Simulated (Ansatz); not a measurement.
A computed series for Re: response to strain

The reference is Re in the hcp (Mg type) structure (space group P6_3/mmc, No. 194; relaxed with 0.1 eV smearing).

```cif
data_Re2
_chemical_formula_sum 'Re2'
_space_group_name_H-M_alt 'P63/mmc'
_space_group_IT_number 194
_space_group_name_Hall '-P 6c 2c'
_cell_length_a 2.75189
_cell_length_b 2.75189
_cell_length_c 4.44007
_cell_angle_alpha 90.000
_cell_angle_beta 90.000
_cell_angle_gamma 120.000
loop_
_atom_site_label
_atom_site_type_symbol
_atom_site_symmetry_multiplicity
_atom_site_Wyckoff_symbol
_atom_site_fract_x
_atom_site_fract_y
_atom_site_fract_z
_atom_site_occupancy
Re1 Re 2 c 0.33333 0.66667 0.25000 1
```

Strains are applied to the cell and any free atomic positions relax.

All numbers come from PBEsol, PAW, 420 eV (Ansatz, a program for electronic structure; spin-orbit coupling left out).

Notes on the quantities. pressure: mean of the normal stresses, compression positive; energy relative to the base: free energy F.

```
case                       pressure  energy relative to the base  shortest interatomic distance
------------------------  ---------  ---------------------------  -----------------------------
base                        0.0 GPa                   0 meV/atom                        2.730 Å
isotropic strain −3.00 %          ?                +159 meV/atom                        2.648 Å
isotropic strain −2.50 %   35.0 GPa                            ?                        2.662 Å
isotropic strain −2.00 %   27.0 GPa                 +68 meV/atom                        2.675 Å
isotropic strain −1.50 %   19.6 GPa                            ?                        2.689 Å
isotropic strain −1.00 %   12.6 GPa                 +17 meV/atom                        2.703 Å
isotropic strain −0.50 %    6.1 GPa                            ?                        2.716 Å
isotropic strain +1.50 %  -15.8 GPa                 +34 meV/atom                        2.771 Å
isotropic strain +2.00 %  -20.3 GPa                 +60 meV/atom                        2.785 Å
isotropic strain +3.00 %  -28.4 GPa                +130 meV/atom                        2.812 Å
```

Task: Fill in the withheld entries from the trend.

Result: 
- isotropic strain −3.00 %, pressure: 43.5 GPa
- isotropic strain −2.50 %, energy relative to the base: +109 meV/atom
- isotropic strain −1.50 %, energy relative to the base: +38 meV/atom
- isotropic strain −0.50 %, energy relative to the base: +4.1 meV/atom

No phonon test of stability was made. All final runs are without spin polarisation.
